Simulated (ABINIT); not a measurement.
Equation of state of AlB2-type TiB2 (space group 191): energy against volume (ABINIT, PBE)

```yaml
crystal:
  lattice:
    - [2.97612, 0.00000, 0.00000]
    - [-1.48806, 2.57740, 0.00000]
    - [0.00000, 0.00000, 3.17257]
  atoms:
    - { symbol: Ti, position: [0.00000, 0.00000, 0.00000] }
    - { symbol: B, position: [0.66667, 0.33333, 0.50000] }
    - { symbol: B, position: [0.33333, 0.66667, 0.50000] }
```

Method of the run: PBE, norm-conserving pseudopotentials (PseudoDojo nc-sr-05 PBE standard) (plane waves; ABINIT 10.0.3). Settings: pseudos = [Ti.upf, B.upf]; ecut = 55 Ha; ixc = 11; occopt = 3; tsmear = 0.05 eV; ngkpt = 19 19 15; nshiftk = 1; shiftk = 0 0 0; potentials = PseudoDojo nc-sr-05 PBE standard; nband = 14; kptopt = 1; nstep = 60; tolvrs = 1e-11. The cell above is the first row's. The rows scale it uniformly. In all rows fractional positions and the k mesh are held. E is the free energy at the stated smearing, counted from the lowest row.

```csv
V (Å^3/atom),E (meV/atom)
8.1119,19.34
8.2882,6.37
8.4646,0.14
8.6409,0.00
8.8173,5.38
8.9936,15.76
9.1700,30.65
9.3463,49.64
9.5227,?
```

Q: Using the third-order Birch-Murnaghan form, a cubic in V^(-2/3), estimate the missing E at V = 9.5227 from the other rows, showing the fit.

A: With u = V^(-2/3) - 0.236, the rows have u = 0.011696, 0.008170, 0.004766, 0.001480, -0.001698, -0.004770, -0.007745, -0.010624. Least squares gives E = 1.832 - 1634.43·u + 268768·u² - 89005·u³. Residuals (row less fit): 0.000, 0.000, 0.002, -0.001, -0.003, 0.007, -0.004, 0.001; standard error 0.004 (degrees of freedom: 4). Its minimum lies at u = 0.003045, so V0 = (0.239045)^(-3/2) = 8.556. There d²E/du² = 535900 and d³E/du³ = -534000, so B0 = (4/9) × 8.556^(-7/3) × 535900 × 0.160218 = 255 GPa (the last factor turns the table's units into GPa), and B0' = 4 + (2/3) × 0.239045 × (-534000)/535900 = 3.8. The program's pressures in the fitted runs (not shown) pass through zero at V = 8.56, 0.01 % from this V0. At the withheld row, u = -0.013416, so E = 1.832 - 1634.43 × (-0.013416) + 268768 × (-0.013416)² - 89005 × (-0.013416)³ = 72.350 meV/atom. The calculation gives 72.33 meV/atom, 0.020 meV/atom below the prediction (under 0.05 % of the range of E in the table). The row lies outside the fitted rows, so this is an extrapolation. From the scatter of the fitted rows alone, a prediction at this place has a standard error of 0.011 meV/atom, so the miss is 1.8 times that.

Carrying the step between the two nearest rows on in a straight line would have given 68.64, off by 3.69; series whose last step already gives the withheld value aren't shown. The scan was laid around a cell of about the measured size, scaled by a guess for this functional; axis ratios and inner coordinates come from that cell. The runs keep the symmetry of the cell, so they don't test it for distortions. Spin polarisation is off. The shape of the cell and the inner coordinates aren't relaxed, so V0 and B0 belong to this uniform scaling; a relaxed crystal lies no higher in energy and is usually softer. Cutoffs and mesh are single choices, not tested for convergence of this quantity. Series with a scatter that would blur these digits, or in which a gap closes, are not shown. Nor are scans whose minimum lies at an end fitted in this form.
